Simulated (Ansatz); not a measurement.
## Si (I4/mmm, No. 139, 4 atoms in the cell; start mp-999200; another form than the element's usual one)

Method: r²SCAN in Ansatz (PAW).

Run with plane-wave cutoff 560 eV, 10×10×10 k mesh, Fermi–Dirac smearing 0.01 eV, scalar-relativistic PAW data made under PBE.

Cell (relaxed at this level):

```cif
data_Si4
_chemical_formula_sum 'Si4'
_space_group_name_H-M_alt 'P 1'
_space_group_IT_number 1
_cell_length_a 5.08287
_cell_length_b 5.08287
_cell_length_c 5.08287
_cell_angle_alpha 98.224
_cell_angle_beta 98.224
_cell_angle_gamma 135.553
loop_
_space_group_symop_operation_xyz
  'x, y, z'
loop_
_atom_site_label
_atom_site_type_symbol
_atom_site_fract_x
_atom_site_fract_y
_atom_site_fract_z
_atom_site_occupancy
Si1 Si 0.17878 0.17878 0.35755 1
Si2 Si 0.82122 0.82122 0.64245 1
Si3 Si 0.17878 0.82122 0.00000 1
Si4 Si 0.82122 0.17878 0.00000 1
```

```yaml
band_gap: 0.38 eV (indirect)
smallest_direct_gap_on_the_k_points_sampled: 0.58 eV
"Γ–Γ gap": 2.16 eV
```

Computed values are for the static lattice.

A start named mp-… is a Materials Project structure, which need not be a measured phase.

Ansatz is an electronic-structure program.
